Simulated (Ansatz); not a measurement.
What uniaxial strain ε_zz = −4.29 % does to BN

Base system: BN in the wurtzite structure (space group P6_3mc, No. 186; a = 2.555 Å, c = 4.225 Å). Axes: x lies along a and z along c of the hexagonal cell.

Now apply this change: uniaxial strain ε_zz = −4.29 %, all other strain components held at zero; the atoms relax in the strained cell.

Computed with PBE, PAW, 420 eV (Ansatz, a program for electronic structure; no SOC). Settings: 15×15×8 k-points, 0.05 eV Fermi–Dirac smearing.

* **Space group**: P6_3mc (No. 186) (base P6_3mc (No. 186))
* **Shortest interatomic distance**: 1.521 Å (base 1.567 Å)
* **Energy relative to the base (free energy F)**: +38 meV/atom
* **Pressure (mean of the normal stresses, compression positive)**: 18.74 GPa (base 0.00 GPa)
* **Band gap**: 5.42 eV (base 5.23 eV)
* **Gap character**: indirect, Γ → K (base indirect, Γ → K)
* **Smallest direct gap**: 8.15 eV (base 8.23 eV)
* **Width of the top valence band**: 5.22 eV (base 5.37 eV)
* **Electron mass**: 0.29 mₑ along z, 0.52 mₑ across (at K) (base 0.31 mₑ along c, 0.51 mₑ across (at K))
* **Valence-band top at Γ (three highest levels, from the VBM)**: 0.00, 0.00, -0.07 eV (base 0.00, 0.00, -0.26 eV)
* **Valley order (the lowest conduction-band minima on the path, energy above the VBM, named in the base's zone)**: K (1/3, 1/3, 0) 5.42 eV; M (1/2, 0, 0) 6.42 eV
* **Stress (xx, yy, zz, yz, xz, xy; compression positive)**: (3.12, 3.12, 49.97, 0.00, 0.00, 0.00) GPa

Cost of the whole job for the changed cell (relaxation, final SCF and bands): about 15 core-seconds (a rough figure).

Effective masses come from finite differences of ±0.01 Å⁻¹. No phonon test of stability was made.
